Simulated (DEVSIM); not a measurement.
Structure: illuminated Si p-on-n cell, one wavelength, at 400 K.

```tsv
layer (left to right)	material	thickness (μm)	Nd (cm⁻³)	Na (cm⁻³)	τn (s)	τp (s)	absorption coefficient (cm⁻¹)
1	Si	0.0510	-	7.4e17	2.9e-5	1.7e-6	240
2	Si	38.0	3.7e15	-	0.00017	0.00017	240
```

Left contact: ohmic, minority electron recombination velocity 30 cm/s. Right contact: ohmic, minority hole recombination velocity 800 cm/s. Voltage is applied to the left contact. Recombination: SRH at mid-gap, radiative, Auger. Light enters at the left, 4.8e16 photons cm⁻² s⁻¹, one pass, no reflection. Mobility is μmin + (μ − μmin)/(1 + (N/Nref)^α).

This is a model device: material constants are rounded textbook-type values typed into the input, and sizes, dopings and lifetimes were drawn at random. Values at 300 K; Nc and Nv go as T^1.5, mobilities as T to minus their exponent, the gap by Varshni's rule with the affinity fixed.

| parameter | Si |
|---|---|
| gap (eV) | 1.124 |
| affinity (eV) | 4.05 |
| permittivity | 11.7 |
| Nc (cm⁻³) | 2.86e19 |
| Nv (cm⁻³) | 3.1e19 |
| μn (cm²/Vs) | 1417 |
| μp (cm²/Vs) | 470 |
| μn,min | 52 |
| μp,min | 45 |
| Nref,n | 9.7e16 |
| Nref,p | 2.2e17 |
| αn | 0.68 |
| αp | 0.72 |
| T exponent of μn | 2.3 |
| T exponent of μp | 2.2 |
| B (cm³/s) | 4.7e-15 |
| Cn (cm⁶/s) | 2.8e-31 |
| Cp (cm⁶/s) | 9.9e-32 |
| Varshni α (eV/K) | 0.000473 |
| Varshni β (K) | 636 |

Simulated with DEVSIM: 1D drift-diffusion, Boltzmann statistics, complete ionisation; no tunnelling, impact ionisation, image-force lowering or self-heating.

The photon flux was swept, all else fixed.

```
photon flux (cm^-2 s^-1)  fill factor  largest power (mW/cm²)  short-circuit current (mA/cm²)  open-circuit voltage (V)
------------------------  -----------  ----------------------  ------------------------------  ------------------------
1.4e15                           0.55                  0.0111                           0.119                     0.171
4.8e15                           0.60                  0.0518                           0.408                     0.213
1.4e16                           0.63                   0.187                            1.19                     0.250
4.8e16                           0.66                   0.788                            4.08                     0.293
1.4e17                           0.68                    2.69                            11.9                     0.330
4.8e17                           0.71                    10.7                            40.8                     0.373
1.4e18                           0.72                    35.2                             119                     0.411
```

From the first row to the last the fill factor goes from 0.55 to 0.72. From the first row to the last the largest power goes from 0.0111 to 35.2.
